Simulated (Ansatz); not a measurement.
The starting structures come from a database of crystals and need not be the phases stable at ambient conditions.

Tunnelling through a barrier is set by its complex band structure: the current falls as exp(−2κd) with the smallest κ.

Input:

```xyz
15
Lattice="5.7201 -0.0089 -0.0103 0.5080 7.3973 0.0054 -2.8323 -0.1930 4.9659" Properties=species:S:1:pos:R:3 pbc="T T T"
K      0.2540     3.6987     0.0027
K      3.3003     5.9288     1.6417
K      0.0954     1.2666     3.3193
Ca     0.0000     0.0000     0.0000
H      1.6978     3.5977     2.4805
P      2.9549     1.8005     1.6747
P      0.4408     5.3950     3.2862
O      4.2741     1.6051     0.8980
O     -0.8784     5.5903     4.0629
O      2.7193     3.3516     1.8752
O      0.6764     3.8438     3.0857
O      1.7500     1.2261     0.8835
O      1.6457     5.9694     4.0774
O      0.3684     6.0587     1.8855
O      3.0273     1.1368     3.0754
```

Space group of this cell: C2/m. The cell was relaxed by PBE-D3(BJ); by PBEsol its mean pressure is -1.1 GPa.

Transport runs along the normal of the first two printed cell vectors.

The gap is the functional's own, uncorrected, and κ follows it; spin-orbit coupling is left out. Mid-gap values are interpolated between the computed energies.

Q: Give the band gap and the smallest decay constant κ at mid-gap that PBEsol (Ansatz, a program for electronic structure) yields.

A: Gap 5.05 eV on a 6×4×6 mesh; κ = 0.446 1/Å, at the zone centre.
